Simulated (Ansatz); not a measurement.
The reference is HfSi₂ in the fluorite structure (space group Fm-3m, No. 225; a = 6.1830 Å; a hypothetical phase, not in the database extracts checked).

Calculations: PBEsol (Ansatz, an electronic-structure program, PAW, no spin-orbit coupling).

Before the change:

```
Quantity               Value
-------------------  -------
Lattice parameter a  6.183 Å
Band gap                zero
```

Modification: cell and atoms relaxed at a pressure of 100 GPa.

### Question
What does the calculation give for the lattice parameter a after the change?

### Answer
The lattice parameter a drops by 0.903 Å to 5.280 Å.

### Question
Estimate the effect on the band gap.

### Answer
The band gap stays zero.

Load acts through the strain it causes; cell and atoms are relaxed under it. No phonon test of stability was made. No other phases were tried under pressure. All final runs are without spin polarisation. HfSi2 has a high density of states at the Fermi level and may be magnetic at this level.
